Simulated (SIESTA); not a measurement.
Band structure of V (Im-3m, 1 atom in the cell).

```
V
1.0
   -1.52818     1.52818     1.52818
    1.52818    -1.52818     1.52818
    1.52818     1.52818    -1.52818
V
1
Direct
  0.00000   0.00000   0.00000
```

Level of theory: GGA PBE, numerical atomic orbitals DZP, PseudoDojo PBE standard norm-conserving potentials (rewritten from UPF to PSML) (SIESTA).

Settings: XC.functional = GGA; XC.authors = PBE; potentials = PseudoDojo PBE standard; PAO.BasisSize = DZP; PAO.EnergyShift = 0.005 Ry; MeshCutoff = 300 Ry; kgrid.MonkhorstPack = 20 20 20; OccupationFunction = MP; OccupationMPOrder = 0; ElectronicTemperature = 136 meV; MaxSCFIterations = 150; SCF.Mixer.Method = Pulay; SCF.Mixer.Weight = 0.1; SCF.Mixer.History = 6.

The starting cell comes from a database of computed structures (which also holds hypothetical and non-ambient phases and stackings), without a prior relaxation at this level. Its lattice was rescaled by a random factor within 2.5 % of one. Spin polarisation is off. Values carry the incompleteness of an atom-centred basis.

Levels in eV from the Fermi level, bands 3 to 8:
```csv
point,3,4,5,6,7,8
Γ,-37.20,-37.20,-6.50,0.38,0.39,0.39
H,-37.71,-37.71,-2.77,-2.77,3.45,3.46
N,-37.43,-37.19,-3.00,-1.04,1.46,2.24
P,-37.57,-37.57,-1.09,-1.08,-1.08,2.63
```

Bands cross the Fermi level along this path, so the cell is metallic at this level.

Higher empty bands are left out: an atom-centred basis made for the valence describes them poorly.
